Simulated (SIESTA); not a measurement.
Band structure of La3Ga (Pm-3m, 4 atoms in the cell).

```
CELL_PARAMETERS angstrom
      4.98640     0.00000     0.00000
      0.00000     4.98640     0.00000
      0.00000     0.00000     4.98640
ATOMIC_POSITIONS crystal
  La 0.00000 0.50000 0.50000
  La 0.50000 0.00000 0.50000
  La 0.50000 0.50000 0.00000
  Ga 0.00000 0.00000 0.00000
```

Level of theory: GGA PBEsol, numerical atomic orbitals DZP, PseudoDojo PBEsol standard norm-conserving potentials (rewritten from UPF to PSML) run with SIESTA.

Settings: XC.functional = GGA; XC.authors = PBEsol; potentials = PseudoDojo PBEsol standard; PAO.BasisSize = DZP; PAO.EnergyShift = 0.01 Ry; MeshCutoff = 400 Ry; kgrid.MonkhorstPack = 7 7 7; OccupationFunction = FD; ElectronicTemperature = 0.05 eV; MaxSCFIterations = 150; SCF.Mixer.Method = Pulay; SCF.Mixer.Weight = 0.2; SCF.Mixer.History = 8; SCF.DM.Tolerance = 1.0E-04.

The starting cell comes from a database of computed structures (which also holds hypothetical and non-ambient phases and stackings), without a prior relaxation at this level. Its lattice was rescaled by a random factor within 2.5 % of one. Values carry the incompleteness of an atom-centred basis.

Levels in eV from the Fermi level, bands 20 to 25:
| point | 20 | 21 | 22 | 23 | 24 | 25 |
|---|---|---|---|---|---|---|
| Γ | -1.15 | -1.15 | -1.15 | -1.11 | -1.11 | 1.48 |
| X | -1.37 | -0.79 | -0.79 | -0.70 | 0.68 | 1.68 |
| M | -1.39 | -1.39 | -0.02 | -0.02 | 0.48 | 0.61 |
| R | -1.33 | -1.33 | 0.48 | 0.48 | 0.48 | 1.26 |

Bands cross the Fermi level along this path, so the cell is metallic at this level.

Higher empty bands are left out: an atom-centred basis made for the valence describes them poorly.
